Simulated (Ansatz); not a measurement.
ZnS: pressure 22.5 GPa

Take ZnS in the zinc blende structure (space group F-43m, No. 216; a = 5.443 Å) as the base.

The change: cell and atoms relaxed at a pressure of 22.5 GPa.

Computed with PBE (Ansatz, a program for electronic structure), without spin-orbit coupling. Γ-centred 10×10×10 mesh, Fermi–Dirac width 0.05 eV.

The volume per atom drops by 3.74 Å³ (20.16 Å³ → 16.42 Å³) and the lattice parameter a drops by 0.3599 Å, from 5.443 Å to 5.084 Å. The shortest interatomic distance falls by 0.156 Å (2.357 Å → 2.201 Å) and the enthalpy H = E + PV relative to the base's energy amounts to +2.52 eV/atom. The band gap rises by 0.90 eV to 2.92 eV and the smallest direct gap increases by 0.92 eV (2.02 eV → 2.94 eV). The electron mass becomes 1.1 mₑ along k, 0.31 mₑ across (at X) (base: 0.17 mₑ (at Γ)) and the valley order (the lowest conduction-band minima on the path, energy above the VBM, named in the base's zone) changes from Γ 2.02 eV; L along ⟨111⟩ 3.26 eV; X along ⟨100⟩ 3.45 eV to X along ⟨100⟩ 2.92 eV; Γ 2.94 eV; L along ⟨111⟩ 3.61 eV.

Load acts through the strain it causes; cell and atoms are relaxed under it. Effective masses come from finite differences of ±0.01 Å⁻¹. Along k means along the line from Γ to the band edge. Whether these cells are dynamically stable was not tested. Measured, ZnS leaves this structure (for rock salt) near 14.7 GPa (temperature not stated; as listed in Datta, Sujoy, Jana, Debnarayan, arXiv (2020)), on rising pressure, with hysteresis.
